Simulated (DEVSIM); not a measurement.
Structure: Schottky contact on n-type GaN, at 300 K.

```csv
layer (left to right),material,thickness (μm),Nd (cm⁻³),τn (s),τp (s)
1,GaN,0.790,3.8e15,1.5e-9,1.5e-9
```

Left contact: Schottky, work function 5.14 eV, emission velocity 9.1e6 cm/s. Right contact: ohmic. Voltage is applied to the left contact. Recombination: SRH at mid-gap, Auger. Mobility is μmin + (μ − μmin)/(1 + (N/Nref)^α).

Constants are typed, rounded textbook-type inputs, not results; the design itself was drawn at random and stands for no fabricated device. Values at 300 K; Nc and Nv go as T^1.5, mobilities as T to minus their exponent, the gap by Varshni's rule with the affinity fixed.

```
parameter             GaN
----------------  -------
gap (eV)             3.43
affinity (eV)         4.1
permittivity          9.5
Nc (cm⁻³)          2.3e18
Nv (cm⁻³)          4.6e19
μn (cm²/Vs)          1200
μp (cm²/Vs)           100
μn,min                 55
μp,min                  3
Nref,n               2e17
Nref,p               3e17
αn                      1
αp                      2
T exponent of μn      1.5
T exponent of μp        2
Cn (cm⁶/s)          1e-30
Cp (cm⁶/s)          1e-30
Varshni α (eV/K)  0.00091
Varshni β (K)         830
```

Simulated with DEVSIM: 1D drift-diffusion, Boltzmann statistics, complete ionisation; no tunnelling, impact ionisation, image-force lowering or self-heating. Metal contacts follow the ideal Schottky-Mott rule: no Fermi-level pinning, no interface dipoles.

The temperature was swept, all else fixed.

```
temperature (K)  largest field in the device at zero bias (V/cm)  dark forward voltage at 100 A/cm² (V)  potential step across the device at zero bias (V)  dark forward voltage at 1 A/cm² (V)
---------------  -----------------------------------------------  -------------------------------------  -------------------------------------------------  -----------------------------------
250                                                        36000                                  0.843                                              0.908                                0.730
300                                                        35000                                  0.799                                              0.874                                0.662
350                                                        34000                                  0.756                                              0.840                                0.594
400                                                        33000                                  0.712                                              0.804                                0.526
450                                                        32000                                  0.669                                              0.768                                0.456
500                                                        32000                                  0.625                                              0.731                                0.387
```

From the first row to the last the largest field in the device at zero bias goes from 36000 to 32000. From the first row to the last the dark forward voltage at 100 A/cm² goes from 0.843 to 0.625.
